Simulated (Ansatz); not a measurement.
CuI: band gap against strain

CuI (zinc blende, F-43m, 27.309 Å³/atom at rest, cube axes along x, y and z) under an equal strain ε along all three axes. r2SCAN in Ansatz, a plane-wave DFT program (PAW, default set), 500 eV, 10×10×10 Γ-centred mesh, Fermi-Dirac smearing 0.05 eV; ions are relaxed within the symmetry of each cell. Gaps are the smallest over the k-mesh and a band path, without spin-orbit coupling; in all rows the valence edge lies at Γ and the conduction edge at Γ.

Here s stands for strain and Eg for gap.

| strain (%) | gap (eV) |
|---|---|
| -3.00 | ? |
| -1.50 | 1.808 |
| -1.00 | 1.760 |
| -0.50 | 1.714 |
| 0.00 | 1.669 |
| 0.50 | 1.625 |
| 1.00 | 1.583 |
| 1.50 | 1.542 |

The 7 complete rows are fitted with a straight line, Eg against s. Means: s 0, Eg 1.6716. About the means, the sum of products is -0.62050 and the sum of squares of s is 7.0000; the slope is their ratio. Least squares gives Eg = 1.6716 - 0.08864·s. Residuals (row less fit): 0.0034, -0.0002, -0.0019, -0.0026, -0.0023, 0.0000, 0.0034; standard error 0.0028 (degrees of freedom: 5). Over these rows the gap moves by -8.9 ± 0.1 eV per unit strain, or -3.0 eV per unit of ln V.

**Question.** Estimate the missing Eg (s = -3.00); what did the run itself give?

**Answer.** Eg = 1.6716 - 0.08864 × (-3.0) = 1.9375 eV. The calculation gives 1.961 eV, 0.0235 eV above the prediction (5.6 % of the range of Eg in the table). The row lies outside the fitted rows, so this is an extrapolation. From the scatter of the fitted rows alone, a prediction at this place has a standard error of 0.0043 eV, so the miss is 5.5 times that.

One order more, fitted to all 13 runs of the series, follows each within 0.001, so the miss is the next term of a smooth law. Other structures, which can take over under pressure, weren't tried. Spin-orbit coupling is left out, which can shift this property for CuI. Rows are the converged runs of the series near zero and its far end; series whose fitted rows scatter by over a few per cent of the range, as at a crossing or softening among them, aren't shown in this form. Most that stay on the fit to the last digits aren't either.
